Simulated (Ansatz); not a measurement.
## MoSi2: isotropic strain −0.50 %

The parent structure is MoSi2 (space group I4/mmm, No. 139; a = 3.174 Å, c = 7.779 Å; relaxed with 0.1 eV smearing).

Modification: every lattice vector is shortened by 0.50 %, atoms relaxed at fixed cell.

All numbers come from Ansatz (a first-principles code), LDA, PAW, cutoff 420 eV, scalar-relativistic without spin-orbit coupling. Settings: 25×25×25 k-points, 0.1 eV Fermi–Dirac smearing.

The volume per atom drops by 0.19 Å³ to 12.87 Å³ and the space group remains I4/mmm (No. 139). The shortest interatomic distance drops by 0.009 Å (2.564 Å → 2.555 Å) and the energy rises by 2.1 meV/atom. The pressure (mean of the normal stresses, compression positive) goes from zero to 3.5 GPa and the band gap is still zero.

Stability against distortions was not tested. All final runs are without spin polarisation.
